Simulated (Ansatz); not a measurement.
**ZnS (P3m1, No. 156, 40 atoms in the cell; start mp-557418; a measured phase of this formula has another space group)**

Computed with r²SCAN in Ansatz (plane waves, PAW).

Settings: plane-wave cutoff 560 eV, 12×12×1 k mesh (along the axes of the cell as run), Fermi–Dirac smearing 0.01 eV, scalar-relativistic PAW data made under PBE.

Cell (relaxed at this level):

```xyz
40
Lattice="3.8092 0.0000 0.0000 -1.9046 3.2988 0.0000 0.0000 0.0000 62.2951" Properties=species:S:1:pos:R:3 pbc="T T T"
Zn     0.0000     0.0000    34.2649
Zn     0.0000     2.1992    43.6090
Zn     0.0000     2.1992    12.4538
Zn     1.9046     1.0996    24.9154
Zn     1.9046     1.0996    56.0667
Zn     0.0000     0.0000    52.9545
Zn     0.0000     2.1992    59.1787
Zn     1.9046     1.0996    46.7257
Zn     1.9046     1.0996     6.2296
Zn     0.0000     0.0000    40.4979
Zn     0.0000     2.1992    49.8430
Zn     1.9046     1.0996    37.3808
Zn     0.0000     0.0000     0.0005
Zn     0.0000     0.0000    28.0322
Zn     0.0000     2.1992     3.1180
Zn     0.0000     0.0000     9.3418
Zn     0.0000     2.1992    18.6878
Zn     0.0000     0.0000    21.7988
Zn     1.9046     1.0996    15.5706
Zn     0.0000     2.1992    31.1480
S      0.0000     2.1992    21.0208
S      0.0000     0.0000    36.5977
S      0.0000     2.1992    52.1760
S      0.0000     0.0000     2.3383
S      0.0000     2.1992    45.9424
S      0.0000     2.1992     5.4511
S      1.9046     1.0996    17.9082
S      1.9046     1.0996    27.2530
S      0.0000     0.0000    55.2881
S      0.0000     2.1992    61.5124
S      1.9046     1.0996    39.7183
S      0.0000     0.0000    30.3651
S      1.9046     1.0996    58.4005
S      0.0000     2.1992    14.7874
S      0.0000     0.0000    24.1323
S      1.9046     1.0996    49.0633
S      0.0000     0.0000    11.6756
S      0.0000     2.1992    33.4856
S      1.9046     1.0996     8.5633
S      0.0000     0.0000    42.8308
```

For ZnS (P3m1, No. 156, 40 atoms in the cell; start mp-557418; a measured phase of this formula has another space group), the band gap comes out as 2.72 eV (on the SCF k mesh).

Note: the relaxation could not lower the start's symmetry, so the cell can be a saddle point above a distorted one.

Cost on a shared machine: very roughly 80 core-minutes.

A start named mp-… is a Materials Project structure, which need not be a measured phase.

Ansatz is a program for electronic structure.
